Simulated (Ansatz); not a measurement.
The starting structures come from a database of crystals and need not be the phases stable at ambient conditions.

 Where the default PAW files enter, the runs use the earlier of Ansatz's two default sets.

Tunnelling through a barrier is set by its complex band structure: the current falls as exp(−2κd) with the smallest κ.

Consider the following.

```
HfO2
1.0
    5.13851     0.00000     0.00000
    0.00000     5.30643     0.00000
    0.00000     0.00000     9.97217
Hf O
8 16
Direct
  0.24559   0.46490   0.11542
  0.75441   0.53510   0.88458
  0.25441   0.96490   0.88458
  0.74559   0.03510   0.11542
  0.74559   0.53510   0.38458
  0.25441   0.46490   0.61542
  0.75441   0.03510   0.61542
  0.24559   0.96490   0.38458
  0.00244   0.26133   0.47714
  0.99756   0.73867   0.52286
  0.49756   0.76133   0.52286
  0.50244   0.23867   0.47714
  0.50244   0.73867   0.02286
  0.49756   0.26133   0.97714
  0.99756   0.23867   0.97714
  0.00244   0.76133   0.02286
  0.37420   0.62649   0.28946
  0.62580   0.37351   0.71054
  0.12580   0.12649   0.71054
  0.87420   0.87351   0.28946
  0.87420   0.37351   0.21054
  0.12580   0.62649   0.78946
  0.62580   0.87351   0.78946
  0.37420   0.12649   0.21054
```

Space group of this cell: Pbca. The cell is strained (lengths across the current scaled by 1.02, ions clamped); by r2SCAN its mean pressure is -6.1 GPa.

Transport runs along the normal of the first two printed cell vectors.

The gap is the functional's own, uncorrected, and κ follows it; spin-orbit coupling is left out. Mid-gap values are interpolated between the computed energies.

Question: Give the band gap and the smallest decay constant κ at mid-gap that r2SCAN run with Ansatz (a program for electronic structure) yields.

Answer: Gap 4.76 eV on a 6×6×4 mesh; κ = 0.384 1/Å, at the zone centre.
